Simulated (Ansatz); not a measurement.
The reference is PbO (space group P4/nmm, No. 129; a = 3.9696 Å, c = 4.7054 Å). Axes: x, y, z lie along a, b, c of the conventional cell.

Computed with PBEsol-D3(BJ) (Ansatz, a first-principles code), without spin-orbit coupling.

The change: compressive biaxial strain of 0.60 % in the plane normal to [001], as in epitaxy on a mismatched substrate; the out-of-plane cell vector and the atoms relax.

### Question
What does the calculation give for the out-of-plane strain after the change?

### Answer
The out-of-plane strain amounts to +0.92 %.

### Question
What does the calculation give for the in-plane stress after the change?

### Answer
The mean in-plane stress (compression positive) comes out as +0.8 GPa.

Whether these cells are dynamically stable was not tested.
